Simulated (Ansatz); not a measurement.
Functionals compared on CH3 on the 1x1 (111) surface of fcc Au (the real clean face reconstructs), one in a 2x2 cell, started at the site 'bridge Au-Au (span 2.9 Å)', in Ansatz (plane waves, PAW). The structure was relaxed with PBE; the other rows are single points on it, each with its references at the same level. Cutoff 420 eV (500 eV for r2SCAN).

Model: 20-atom slab, 7.2 Å thick at the start under the adsorbate (thin: gaps and levels are the slab's own), 6x6x1 mesh, Fermi-Dirac 0.1 eV, dipole correction, 8 atoms held, the rest relaxed; no symmetry held; spin-polarised, no spin-orbit, no U, no dispersion correction. The starting moment vanished. At the end it is bonded to Au. In PBE it is, or lies within 0.03 eV of, the lowest of the starts that converged. These notes are the PBE run's. r2SCAN: The program's check for a lower electronic state was not made. Adsorption energies are against CH4(g) − ½ H2(g). A negative adsorption energy means that the adsorbate is more stable on the surface than in its reference.

```
functional  adsorption energy (eV)  work function of the top face (eV)  change of the work function (eV)  magnetic moment of the cell (μB)          rough cost of the single point
----------  ----------------------  ----------------------------------  --------------------------------  --------------------------------  --------------------------------------
PBE                           1.20                                4.52                             -0.60                              0.00                                       –
RPBE                           ___                                 ___                               ___                              0.00  about 26 core-minutes (a rough figure)
r2SCAN                        1.12                                4.52                             -0.62                              0.00            very roughly 60 core-minutes
```

### Question
What belongs in the gaps?

### Answer

- RPBE, adsorption energy (eV): 1.35
- RPBE, work function of the top face (eV): 4.41
- RPBE, change of the work function (eV): -0.53

Ansatz is a first-principles code.
